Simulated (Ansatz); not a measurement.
Consider Be in the hcp (Mg type) structure (space group P6_3/mmc, No. 194; a = 2.263 Å, c = 3.566 Å; relaxed with 0.1 eV smearing).

Structures relaxed with PBE, PAW, 420 eV (Ansatz, an electronic-structure program; without spin-orbit coupling).

Base:

Simulated powder pattern, Cu Kα1, λ = 1.54056 Å (kinematic, ideal powder, no thermal factors, no anomalous dispersion; the 10 strongest lines at most, above 2 %, up to 2θ = 90°):

```csv
2θ (°),I/Imax (%),hkl
46.29,26,(100)
51.18,25,(002)
53.30,100,(101)
71.47,14,(102)
85.82,19,(110)
```

After one change:

Simulated powder pattern, Cu Kα1, λ = 1.54056 Å (kinematic, ideal powder, no thermal factors, no anomalous dispersion; the 10 strongest lines at most, above 2 %, up to 2θ = 90°):

| 2θ (°) | I/Imax (%) |
|---|---|
| 47.81 | 26 |
| 52.89 | 25 |
| 55.08 | 100 |
| 74.04 | 15 |
| 89.16 | 19 |

**Question.** What was done to the base?
A) isotropic strain +2.50 %
B) isotropic strain +3.00 %
C) isotropic strain −3.00 %
D) isotropic strain −2.00 %

**Answer.** C, isotropic strain −3.00 %. Its volume per atom is 7.22 Å³ against 7.91 Å³, and its space group is P6_3/mmc (No. 194).

Stability against distortions was not tested.
